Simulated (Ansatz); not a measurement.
Fluorite AuAl2, treated with LDA (Ansatz, a quantum-chemistry and plane-wave program, PAW).

Numerical settings: plane-wave cutoff 500 eV, 16×16×16 k mesh, Fermi–Dirac smearing 0.1 eV, scalar-relativistic PAW data made under PBE.

Computed at the level's own relaxed cell.

Q: Predict the equilibrium volume per atom and lattice constant a.

A: 
* **equilibrium volume per atom**: 17.62 Å³/atom
* **lattice constant a**: 5.957 Å

Spin–orbit coupling is not included; it can shift volumes and moduli of such heavy elements.
